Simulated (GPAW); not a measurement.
GPAW run on Sr3Bi (P6_3/mmc, 8 atoms in the cell): self-consistent single point.

Level of theory: PBEsol, GPAW PAW datasets PBEsol (made by gpaw-setup) (plane waves; GPAW 25.7.0).

The change in words: lattice scaled by 1.015; ecut: 550 eV → 330 eV. Reference geometry:
```
Sr3Bi
1.0
    7.60220     0.00000     0.00000
   -3.80110     6.58370     0.00000
    0.00000     0.00000     6.14778
Sr Bi
6 2
Direct
  0.34235   0.17117   0.75000
  0.65765   0.82883   0.25000
  0.17117   0.34235   0.25000
  0.82883   0.65765   0.75000
  0.82883   0.17117   0.75000
  0.17117   0.82883   0.25000
  0.66667   0.33333   0.25000
  0.33333   0.66667   0.75000
```

Reference input (self-consistent single point, DFT PBEsol, plane waves, GPAW PAW datasets PBEsol (made by gpaw-setup)): mode = pw; ecut = 550 eV; xc = PBEsol; kpts = 5 5 5; mesh shift (steps) = 0 0 0; occupations.name = methfessel-paxton; occupations.width = 0.136 eV; occupations.order = 0; nbands = -16; symmetry.symmorphic = false; symmetry.tolerance = 0.0005; maxiter = 100. This run's input differs from it in these lines:

```diff
@@ -5,16 +5,16 @@
 atoms = Atoms(['Sr', 'Sr', 'Sr', 'Sr', 'Sr', 'Sr', 'Bi', 'Bi'],
-              cell=[[7.602202, 0.000000, 0.000000],
-                    [-3.801101, 6.583699, 0.000000],
-                    [0.000000, 0.000000, 6.147785]],
-              positions=[[1.951960, 1.126965, 4.610839],
-                         [1.849141, 5.456734, 1.536946],
-                         [0.000000, 2.253929, 1.536946],
-                         [3.801101, 4.329770, 4.610839],
-                         [5.650242, 1.126965, 4.610839],
-                         [-1.849141, 5.456734, 1.536946],
-                         [3.801105, 2.194564, 1.536946],
-                         [-0.000004, 4.389135, 4.610839]],
+              cell=[[7.716235, 0.000000, 0.000000],
+                    [-3.858118, 6.682454, 0.000000],
+                    [0.000000, 0.000000, 6.240002]],
+              positions=[[1.981240, 1.143869, 4.680001],
+                         [1.876877, 5.538585, 1.560000],
+                         [-0.000000, 2.287738, 1.560000],
+                         [3.858117, 4.394716, 4.680001],
+                         [5.734995, 1.143869, 4.680001],
+                         [-1.876878, 5.538585, 1.560000],
+                         [3.858121, 2.227482, 1.560000],
+                         [-0.000004, 4.454972, 4.680001]],
               pbc=True)
 
-calc = GPAW(mode=PW(550),
+calc = GPAW(mode=PW(330),
             xc='PBEsol',
```

The program printed (abridged):

```
     iter     time        total  log10-change:
                         energy   eigst   dens
iter:   1 --:--:--   -24.161963
iter:   2 --:--:--   -24.523702   -1.27  -1.44
iter:   3 --:--:--   -24.382379   -2.14  -1.48
iter:   4 --:--:--   -24.256487   -2.05  -1.56
iter:   5 --:--:--   -24.222345   -3.41  -1.86
iter:   6 --:--:--   -24.235136c  -2.78  -1.91
iter:   7 --:--:--   -24.219905c  -3.20  -2.10
iter:   8 --:--:--   -24.210263c  -3.92  -2.44
iter:   9 --:--:--   -24.209882c  -4.75  -2.69
iter:  10 --:--:--   -24.208002c  -4.33  -2.80
   [... 7 lines left out ...]
iter:  18 --:--:--   -24.207961c  -5.57  -3.39
iter:  19 --:--:--   -24.207889c  -5.94  -3.54
iter:  20 --:--:--   -24.207894c  -6.43  -3.79
iter:  21 --:--:--   -24.207896c  -6.93  -4.00
iter:  22 --:--:--   -24.207896c  -7.54c -4.03c
Converged after 22 iterations.

Dipole moment: (-0.000000, 0.000000, -0.000031) |e|*Ang

Energy contributions relative to reference atoms: (reference = -1688055.306326)

Kinetic:         +4.588598
Potential:      +10.236233
External:        +0.000000
XC:             -35.433787
Entropy (-ST):   -0.072663
Local:           -3.562609
SIC:             +0.000000
--------------------------
Free energy:    -24.244228
Extrapolated:   -24.207896

Showing only first 2 kpts
 Kpt  Band  Eigenvalues  Occupancy
  0    43      4.54348    2.00000
  0    44      5.57551    1.10451
  0    45      5.68553    0.31123
  0    46      5.68554    0.31116

  1    43      4.52890    2.00000
  1    44      5.10091    2.00000
  1    45      5.10094    2.00000
  1    46      5.68915    0.29357

Fermi level: 5.58815

No gap
   [... lines left out ...]
  2 Sr   -0.00000    0.03403    0.00000
  3 Sr    0.00000   -0.03403    0.00000
  4 Sr   -0.02947    0.01702    0.00000
  5 Sr    0.02947   -0.01702   -0.00000
  6 Bi    0.00000   -0.00000   -0.00000
  7 Bi   -0.00000    0.00000    0.00000

Stress tensor:
     0.014967     0.000000     0.000000
     0.000000     0.014967     0.000000
     0.000000     0.000000     0.015565
Stress (GPa, Voigt): [2.3979 2.3979 2.4938 0.     0.     0.    ]
```

The run converged in 22 iterations. GPAW prints stress with tension positive. Against the reference run the free energy goes up by 99.9 meV/atom and the largest force goes from 0.027 to 0.034 eV/Å.

At such cutoffs GPAW's stress carries a finite-basis (Pulay) error, which enters relaxed cells too; its log prints stress with tension positive.

The starting cell comes from a database of computed structures (which also holds hypothetical and non-ambient phases and stackings), without a prior relaxation at this level. Its lattice was rescaled by a random factor within 2.5 % of one. For this run, on top of that: lattice scaled by 1.015.

Cost on one core of a shared machine: roughly 2 min.
